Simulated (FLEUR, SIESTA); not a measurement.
A FLEUR input for a self-consistent single point of MgTl (Pm-3m, 2 atoms in the cell) (DFT, PBEsol, all-electron FLAPW (FLEUR), scalar-relativistic valence):

Input of the input generator:

```
MgTl FLAPW
&input film=f /
1.0000000000 0.0000000000 0.0000000000
0.0000000000 1.0000000000 0.0000000000
0.0000000000 0.0000000000 1.0000000000
6.7369567822
1.0 1.0 1.0

2
12 0.0000000000 0.0000000000 0.0000000000
81 0.5000000000 0.5000000000 0.5000000000

&comp jspins=1 /
&exco xctyp='PBEs' /
&kpt div1=7 div2=7 div3=7 /
&end /
```

```xml
<?xml version="1.0" encoding="UTF-8" standalone="no"?>
<fleurInput fleurInputVersion="0.39">
   <comment>
      MgTl FLAPW                                                                                          
   </comment>
   <calculationSetup>
      <cutoffs Kmax="3.8" Gmax="11.4" GmaxXC="11.4" numbands="0"/>
      <scfLoop itmax="80" minDistance="0.00001" maxIterBroyd="99" imix="Anderson" alpha="0.05" precondParam="0.0" spinf="2.0"/>
      <coreElectrons ctail="T" frcor="F" kcrel="0" coretail_lmax="0"/>
      <xcFunctional name="PBEs" relativisticCorrections="F"/>
      <magnetism jspins="1"/>
      <soc l_soc="F" theta="0.0" phi="0.0" spav="F"/>
      <expertModes spex="0" secvar="F"/>
      <geometryOptimization l_f="T" forcealpha="1.0" forcemix="BFGS" epsdisp="0.00001" epsforce="0.00001"/>
      <ldaU l_linMix="F" mixParam="0.05" spinf="1.0"/>
   </calculationSetup>
   <cell>
      <bzIntegration valenceElectrons="23.0" mode="gauss" fermiSmearingEnergy="0.00999582">
         <kPointListSelection listName="default-1"/>
         <!-- k-points included here -->
         <xi:include xmlns:xi="http://www.w3.org/2001/XInclude" href="kpts.xml"> </xi:include>
      </bzIntegration>
      <!-- symmetry operations included here -->
      <xi:include xmlns:xi="http://www.w3.org/2001/XInclude" href="sym.xml"> </xi:include>
      <bulkLattice scale="1.0">
         <bravaisMatrix>
            <row-1>    6.7369567822000000     0.0000000000000000     0.0000000000000000</row-1>
            <row-2>    0.0000000000000000     6.7369567822000000     0.0000000000000000</row-2>
            <row-3>    0.0000000000000000     0.0000000000000000     6.7369567822000000</row-3>
         </bravaisMatrix>
      </bulkLattice>
   </cell>
   <atomSpecies>
      <species name="Magnesium (Mg)" element="Mg" atomicNumber="12">
         <mtSphere radius="2.68" gridPoints="925" logIncrement="0.013"/>
         <atomicCutoffs lmax="10" lnonsphr="8"/>
         <electronConfig flipSpins="F">
            <coreConfig>(1s1/2)</coreConfig>
            <valenceConfig>(2s1/2) (2p1/2) (2p3/2) (3s1/2)</valenceConfig>
         </electronConfig>
         <energyParameters s="3" p="3" d="3" f="4"/>
         <lo type="SCLO" l="0" n="2" eDeriv="0"/>
         <lo type="SCLO" l="1" n="2" eDeriv="0"/>
      </species>
      <species name="Thallium (Tl)" element="Tl" atomicNumber="81">
         <mtSphere radius="2.68" gridPoints="925" logIncrement="0.015"/>
         <atomicCutoffs lmax="10" lnonsphr="8"/>
         <electronConfig flipSpins="F">
            <coreConfig>(1s1/2) (2s1/2) (2p1/2) (2p3/2) (3s1/2) (3p1/2) (3p3/2) (4s1/2) (3d3/2) (3d5/2) (4p1/2) (4p3/2) (5s1/2) (4d3/2) (4d5/2) (4f5/2) (4f7/2) (5p1/2) (5p3/2)</coreConfig>
            <valenceConfig>(6s1/2) (5d3/2) (5d5/2) (6p1/2) (6p3/2)</valenceConfig>
            <stateOccupation state="(6p1/2)" spinUp="0.1666666666667" spinDown="0.1666666666667"/>
            <stateOccupation state="(6p3/2)" spinUp="0.3333333333333" spinDown="0.3333333333333"/>
         </electronConfig>
         <energyParameters s="6" p="6" d="6" f="5"/>
         <lo type="SCLO" l="2" n="5" eDeriv="0"/>
      </species>
   </atomSpecies>
   <atomGroups>
      <atomGroup species="Magnesium (Mg)">
         <relPos label="                   1">.0000000000 .0000000000 .0000000000</relPos>
         <force calculate="T" relaxXYZ="TTT"/>
      </atomGroup>
      <atomGroup species="Thallium (Tl)">
         <relPos label="                   2">1.000/2.000 1.000/2.000 1.000/2.000</relPos>
         <force calculate="T" relaxXYZ="TTT"/>
      </atomGroup>
   </atomGroups>
   <output dos="F" band="F" slice="F">
      <checks vchk="F" cdinf="F"/>
      <bandDOS minEnergy="-.5*Htr" maxEnergy="0.5*Htr" sigma="0.015" storeEVData="T"/>
      <vacuumDOS vacdos="F" integ="F" star="F" nstars="0" locx1="0.0" locy1="0.0" locx2="0.0" locy2="0.0" nstm="0" tworkf="0.0"/>
      <unfoldingBand unfoldBand="F" supercellX="1" supercellY="1" supercellZ="1"/>
      <plotting iplot="0" polar="F">
         <plot TwoD="T" vec1="  1.0  0.0  0.0" vec2="  0.0  1.0  0.0" vec3="  0.0  0.0  1.0" zero="  0.0  0.0  0.0" file="plot"/>
      </plotting>
      <chargeDensitySlicing numkpt="0" minEigenval="0.0" maxEigenval="0.0" nnne="0" pallst="F"/>
      <specialOutput eonly="F"/>
      <magneticCircularDichroism mcd="F" energyLo="-10.0" energyUp="0.0"/>
   </output>
  <!-- We include the file relax.xml here to enable relaxations (see documentation) -->
  <xi:include xmlns:xi="http://www.w3.org/2001/XInclude" href="relax.xml"> <xi:fallback/> </xi:include>
</fleurInput>
```

Question: Write the same calculation as an input for SIESTA.

Answer: This is the input that was run; spellings and numerical settings could be chosen otherwise.

```
# files in the folder: Mg.psml Tl.psml (PseudoDojo PBEsol standard)
SystemName  MgTl
SystemLabel mgtl

NumberOfAtoms                2
NumberOfSpecies              2
%block ChemicalSpeciesLabel
  1 12 Mg
  2 81 Tl
%endblock ChemicalSpeciesLabel
LatticeConstant              1.0 Bohr
%block LatticeVectors
     6.736956782    0.000000000    0.000000000
     0.000000000    6.736956782    0.000000000
     0.000000000    0.000000000    6.736956782
%endblock LatticeVectors
AtomicCoordinatesFormat      Ang
%block AtomicCoordinatesAndAtomicSpecies
     0.000000000    0.000000000    0.000000000  1
     1.782522000    1.782522000    1.782522000  2
%endblock AtomicCoordinatesAndAtomicSpecies

XC.functional                GGA
XC.authors                   PBEsol
PAO.BasisSize                DZP
PAO.EnergyShift              0.01 Ry
MeshCutoff                   300 Ry
%block kgrid.MonkhorstPack
    7   0   0  0.0
    0   7   0  0.0
    0   0   7  0.0
%endblock kgrid.MonkhorstPack
OccupationFunction           MP
OccupationMPOrder            0
ElectronicTemperature        0.272 eV

MaxSCFIterations             150
SCF.Mixer.Method             Broyden
SCF.Mixer.Weight             0.2
SCF.Mixer.History            6
SCF.DM.Tolerance             1.0E-05
Diag.ParallelOverK           true
WriteForces                  true
Charge.Mulliken              end
```

Basis, cutoffs, solver keys and any potentials are the target program's own. This input uses DFT, GGA PBEsol, numerical atomic orbitals DZP, PseudoDojo PBEsol standard norm-conserving potentials (rewritten from UPF to PSML).

The starting cell comes from a database of computed structures (which also holds hypothetical and non-ambient phases and stackings), without a prior relaxation at this level. For this run, on top of that: lattice scaled by 0.98.
